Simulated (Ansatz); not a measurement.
## DyFe2 (Fd-3m, No. 227; cell taken from a computed entry)

Method: PBEsol (Ansatz, an electronic-structure program, plane waves, PAW).

Run with plane-wave cutoff 500 eV, 14×14×14 k mesh, Fermi–Dirac smearing 0.1 eV, spin-polarised start, scalar-relativistic PAW data made under PBE.

Cell: relaxed at this level.

For DyFe2 (Fd-3m, No. 227; cell taken from a computed entry), the volume per atom is 14.57 Å³/atom and the band gap is none.

Note: the magnetic order was assumed, not searched for or taken from measurement; the relaxation could not lower the start's symmetry, so the cell can be a saddle point above a distorted one; the 4f shell is treated without U or exact exchange, so its levels and filling can be wrong; a magnet's gap depends somewhat on the PAW data.

Spin–orbit coupling is not included.

It cost roughly 21 core-minutes of CPU time.
